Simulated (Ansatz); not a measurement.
Structures of equal composition on the (111) surface of fcc Cu: a layer of Fe in place of the second plane; a layer of Fe in place of the third plane. The slabs share one bottom face, and each structure is named by its start. These are constructed structures in small cells; real faces may alloy, dewet or reconstruct in larger ones, and not all known structures of the face are among them. Slabs of about 10 Å, Fermi-Dirac smearing of 0.1 eV. Bottom of the slabs: a bare face, its two planes held. Relaxed from the named starts with such symmetry as they have, on meshes of like density; energies extrapolated to zero smearing; spin only where a row says so; no spin-orbit coupling, no U. Brackets mark spin-polarised runs, whose order is one that fits the cell.

Calculation: PBE (plane waves to 420 eV, PAW; Ansatz, an electronic-structure program).

Problem. Put the candidates in order of energy per 1x1 cell, lowest first, for PBE.

Solution. a layer of Fe in place of the third plane (0.000 eV [spin, 2.5 μB a cell]), a layer of Fe in place of the second plane (0.047 eV [spin, 2.6 μB a cell])
